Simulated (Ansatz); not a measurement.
The starting structures come from a database of crystals and need not be the phases stable at ambient conditions.

 Where the default PAW files enter, the runs use the earlier of Ansatz's two default sets.

Tunnelling through a barrier is set by its complex band structure: the current falls as exp(−2κd) with the smallest κ.

Here is the system:

```
CELL_PARAMETERS angstrom
      3.84085     0.00000     0.00000
      0.00000    13.03732     0.00000
      0.00000     0.00000     3.87416
ATOMIC_POSITIONS crystal
  Ta 0.00000 0.85420 0.02271
  Ta 0.00000 0.14580 0.02271
  Ta 0.50000 0.64580 0.97729
  Ta 0.50000 0.35420 0.97729
  O  0.50000 0.81477 0.00206
  O  0.50000 0.18523 0.00206
  O  0.00000 0.68523 0.99794
  O  0.00000 0.31477 0.99794
  O  0.00000 0.14893 0.50765
  O  0.00000 0.85107 0.50765
  O  0.50000 0.35107 0.49235
  O  0.50000 0.64893 0.49235
  O  0.50000 0.50000 0.99500
  O  0.00000 0.00000 0.00500
```

Space group of this cell: Pmmn. The cell is taken as given; by r2SCAN its mean pressure is -1.1 GPa.

Transport runs along the normal of the first two printed cell vectors.

The gap is the functional's own. No spin-orbit coupling. Mid-gap values are interpolated on the energy grid.

**Question.** State the band gap and the smallest decay constant κ at mid-gap according to r2SCAN (Ansatz, a program for electronic structure).

**Answer.** Gap 2.81 eV on a 8×4×8 mesh; κ = 0.259 1/Å, at the zone centre.
